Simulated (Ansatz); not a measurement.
# Thickness series in hypothetical diamond Na

Start from Na in the diamond structure (space group Fd-3m, No. 227; a = 7.4892 Å; a hypothetical phase, not in the database extracts checked). Axes: x, y, z lie along the cube axes.

Free-standing slabs (2 atom(s) a layer) normal to [110] with 15 Å of vacuum; in-plane cell held at bulk.

All numbers come from PBEsol in Ansatz (plane waves to 420 eV, PAW, spin-orbit coupling left out).

Notes on the quantities. layer's space group: with vacuum.

| change | layer's space group | shortest interatomic distance | thickness between the outermost nuclei |
|---|---|---|---|
| base | – | 3.243 Å | – |
| 1 layer | Pmma (No. 51) | 3.436 Å | – |
| 2 layers | Pmna (No. 53) | 3.414 Å | 3.13 Å |
| 3 layers | Pmma (No. 51) | 3.435 Å | 6.41 Å |
| 4 layers | Pmna (No. 53) | 3.418 Å | 9.75 Å |
| 5 layers | Pmma (No. 51) | 3.424 Å | 13.09 Å |
| 6 layers | Pmna (No. 53) | 3.430 Å | 16.44 Å |
| 7 layers | Pmma (No. 51) | 3.296 Å | 15.36 Å |

Whether these cells are dynamically stable was not tested.

Ansatz is an electronic-structure program.
